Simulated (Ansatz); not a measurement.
**SiC, point defects**

Start from a 24-atom supercell of SiC in the zinc blende structure (space group F-43m, No. 216; a = 4.357 Å) at its relaxed geometry.

One neutral defect a cell, atoms relaxed at fixed cell.

All numbers come from DFT with PBEsol, PAW potentials and a 420 eV plane-wave cutoff in Ansatz (a program for electronic structure), spin-orbit coupling left out, earlier PAW set.

```json
[
 {"change": "perfect supercell", "gap of the supercell": "1.24 eV", "pressure": "0.0 GPa", "largest displacement of a host atom from its site in the perfect cell": "–", "total moment of the cell": "–"},
 {"change": "Mg on a Si site, symmetric start", "gap of the supercell": "zero", "pressure": "6.0 GPa", "largest displacement of a host atom from its site in the perfect cell": "0.21 Å", "total moment of the cell": "0.2 μB"},
 {"change": "Li interstitial (started 1.89 Å from the nearest host atom)", "gap of the supercell": "zero", "pressure": "___", "largest displacement of a host atom from its site in the perfect cell": "___", "total moment of the cell": "0.0 μB"},
 {"change": "Si interstitial (started 1.78 Å from the nearest host atom)", "gap of the supercell": "zero", "pressure": "___", "largest displacement of a host atom from its site in the perfect cell": "0.18 Å", "total moment of the cell": "0.0 μB"},
 {"change": "Si vacancy, symmetric start", "gap of the supercell": "0.37 eV", "pressure": "2.5 GPa", "largest displacement of a host atom from its site in the perfect cell": "0.33 Å", "total moment of the cell": "0.0 μB"},
 {"change": "Nb on a Si site", "gap of the supercell": "zero", "pressure": "___", "largest displacement of a host atom from its site in the perfect cell": "0.19 Å", "total moment of the cell": "0.0 μB"}
]
```

### Question
Some entries are withheld; estimate them.

### Answer

- Li interstitial (started 1.89 Å from the nearest host atom), pressure: 4.1 GPa
- Li interstitial (started 1.89 Å from the nearest host atom), largest displacement of a host atom from its site in the perfect cell: 0.07 Å
- Si interstitial (started 1.78 Å from the nearest host atom), pressure: 8.7 GPa
- Nb on a Si site, pressure: 6.7 GPa

The magnetic state is the one reached from the starting moments; the real material's order can differ, and small cells can't hold many antiferromagnetic ones. The cell is small, so the values are those of an ordered compound at a high defect concentration; dilute-limit values will differ. A case with no gap was solved on a k-mesh chosen for an insulator, which is coarse for it. Defects with a symmetric start kept the site's symmetry and may sit on a saddle; the others started slightly shaken. Seeded moments were not kept for Mg on a Si site, Li interstitial (started 1.89 Å from the nearest host atom), Si interstitial (started 1.78 Å from the nearest host atom) and Si vacancy and more.
